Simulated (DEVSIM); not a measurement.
System: Ru/Si3N4/SiO2/p-Si capacitor, at 300 K.

```tsv
layer (left to right)	material	thickness (nm)	Na (cm⁻³)
1	Si3N4	26.0	-
2	SiO2	0.650	-
3	Si	8100	1e15
```

Metal gate on the left, work function 4.7 eV. Fixed charge at the semiconductor interface -8.1e11 cm⁻² (in units of +e); no interface traps.

This is a model device: material constants are rounded textbook-type values typed into the input, and sizes, dopings and lifetimes were drawn at random. Values at 300 K.

```tsv
parameter	Si3N4	SiO2	Si
gap (eV)	5.1	9	1.124
affinity (eV)	2.1	0.9	4.05
permittivity	7.5	3.9	11.7
Nc (cm⁻³)	-	-	2.86e19
Nv (cm⁻³)	-	-	3.1e19
```

Model (solved in DEVSIM): 1D Poisson equation in equilibrium, Boltzmann statistics, complete ionisation; no quantum confinement or tunnelling. Metal contacts follow the ideal Schottky-Mott rule: no Fermi-level pinning, no interface dipoles.

Task: Tabulate band edges, carrier densities and field at -1.2 V on the gate.

Result: Energies count from the Fermi level of the right contact; mesh points crowd at the junctions.

| x (μm) | Ec (eV) | Ev (eV) | n (cm⁻³) | p (cm⁻³) | field (V/cm) |
|---|---|---|---|---|---|
| 0.000 | 3.800 | -1.300 | < 1e2 | < 1e2 | -280000 |
| 0.001846 | 3.749 | -1.351 | < 1e2 | < 1e2 | -280000 |
| 0.006358 | 3.624 | -1.476 | < 1e2 | < 1e2 | -280000 |
| 0.01612 | 3.355 | -1.745 | < 1e2 | < 1e2 | -280000 |
| 0.02392 | 3.140 | -1.960 | < 1e2 | < 1e2 | -280000 |
| 0.02591 | 3.085 | -2.015 | < 1e2 | < 1e2 | -280000 |
| 0.02653 | 4.254 | -4.746 | < 1e2 | < 1e2 | -530000 |
| 0.02929 | 1.050 | -0.074 | < 1e2 | 1.8e18 | -120000 |
| 0.03564 | 1.004 | -0.120 | 400 | 2.9e17 | -48000 |
| 0.05355 | 0.954 | -0.170 | 2700 | 4.3e16 | -17000 |
| 0.1005 | 0.908 | -0.216 | 16000 | 7.2e15 | -5800 |
| 0.3067 | 0.864 | -0.260 | 86000 | 1.4e15 | -640 |
| 0.7770 | 0.857 | -0.267 | 120000 | 1.0e15 | -15 |
| 2.034 | 0.857 | -0.267 | 120000 | 1.0e15 | ≈ 0 |
| 5.927 | 0.857 | -0.267 | 120000 | 1.0e15 | ≈ 0 |
| 7.304 | 0.857 | -0.267 | 120000 | 1.0e15 | ≈ 0 |
| 7.819 | 0.857 | -0.267 | 120000 | 1.0e15 | ≈ 0 |
| 8.012 | 0.857 | -0.267 | 120000 | 1.0e15 | ≈ 0 |
| 8.097 | 0.857 | -0.267 | 120000 | 1.0e15 | ≈ 0 |
| 8.116 | 0.857 | -0.267 | 120000 | 1.0e15 | ≈ 0 |
| 8.123 | 0.857 | -0.267 | 120000 | 1.0e15 | ≈ 0 |
| 8.127 | 0.857 | -0.267 | 120000 | 1.0e15 | ≈ 0 |
